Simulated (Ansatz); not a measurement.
Bader charge (e) of the atoms of the slab's upper half, from the top down, for a constructed model of the (100) surface of rock-salt TiC, a layer of Cu, one atom over each C (bottom of the slab: a bare face, its two planes held).

Level of theory: PBE (plane waves to 420 eV, PAW; Ansatz, a quantum-chemistry and plane-wave program).

Slab: 13 atoms, 13.0 Å thick at the start with caps and adatoms (thin: gaps and levels are the slab's own); k 12x12x1, smearing 0.1 eV, dipole-corrected; 4 atoms held, the rest relaxed; held to the start's symmetry, so lower structures may exist; no spin, no spin-orbit, no U. In PBE it is, or lies within 0.01 eV a 1x1 cell of, the lowest of the 2 structures of its composition computed so far; subsurface sites and larger cells were not tried.

Q: The atoms and their depths (Å) are Cu13 0.00, C11 1.92, Ti12 2.00, C9 4.08, Ti10 4.13, C7 6.26, Ti8 6.27. Give the Bader charge (e) of each.

A: Cu13 0.00, C11 -1.59, Ti12 1.64, C9 -1.72, Ti10 1.69, C7 -1.71, Ti8 1.69.
